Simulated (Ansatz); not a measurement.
# Surface dipole against coverage: Li on fcc Rh (111)

One Li atom in each cell of a four-layer slab of fcc Rh (111), started at a threefold hollow (fcc) site; the adatom and the upper two layers relax, with a dipole correction. Δφ is the change of the top face's work function against the clean slab's 5.15 eV. By the Helmholtz relation an adatom's dipole is μ = |Δφ|/(0.377 eV × n) in debye, for n adatoms per nm². In Topping's model neighbouring dipoles depolarise each other, so that 1/μ = (1 + 9α·n^(3/2))/μ0 is a line in x = n^(3/2). Level of theory: PBE (plane waves to 420 eV, PAW; Ansatz, a quantum-chemistry and plane-wave program). All cells sample the k points of the 1×1 cell's 12×12×1 mesh, with Fermi-Dirac smearing of 0.1 eV (energies taken to zero smearing), without spin polarisation or spin-orbit coupling.

```
cell  x (nm⁻³)  1/μ (1/D)  n (nm⁻²)  Δφ (eV)
----  --------  ---------  --------  -------
4×3       1.50      0.401      1.31    -1.23
3×3       2.32      0.417      1.75    -1.58
4×2       2.77      0.439      1.97    -1.69
3×2       4.24      0.461      2.62    -2.14
2×2       7.82          ?      3.94        ?
```

Fit 1/μ of the 4 rows that show it with a straight line. With u = x - 2.7, the rows have u = -1.2000, -0.3800, 0.0700, 1.5400. Means: u 0.0075000, 1/μ 0.4295. About the means, the sum of products is 0.088125 and the sum of squares of u is 3.9607; the slope is their ratio. Least squares gives 1/μ = 0.4293 + 0.02225·u. Residuals (row less fit): -0.0016, -0.0038, 0.0081, -0.0026; standard error 0.0067 (degrees of freedom: 2). At x = 0 the line gives 1/μ0 = 0.369, so a lone adatom carries about 2.7 D, its positive end outward; slope over intercept is 9α, which puts α at roughly 6.7 Å³, a figure that hangs on Δφ's last digit.

Problem. Estimate the missing 1/μ (x = 7.82); what did the run itself give?

Solution. u = 5.1200, so 1/μ = 0.4293 + 0.02225 × 5.1200 = 0.5432 1/D. The calculation gives 0.538 1/D, 0.0052 1/D below the prediction (3.8 % of the range of 1/μ in the table). The row lies outside the fitted rows, so this is an extrapolation.

The model takes a square or triangular net of point dipoles; the 4×2, 3×2 and 4×3 nets are stretched, and dense layers bond among themselves. Chains in 3×1 and 2×1 cells were run too and aren't shown. Only series are tabulated where Δφ keeps its sign and exceeds 0.12 eV, and the fitted rows scatter about the line by under a tenth of the table's range (standard error).

As a change of work function, the prediction is 0.377 × 3.94/0.543 = 2.74 eV in size, against 2.76 eV from the run.

Each row is one calculation, so residuals can be the form's limits or numerical noise.
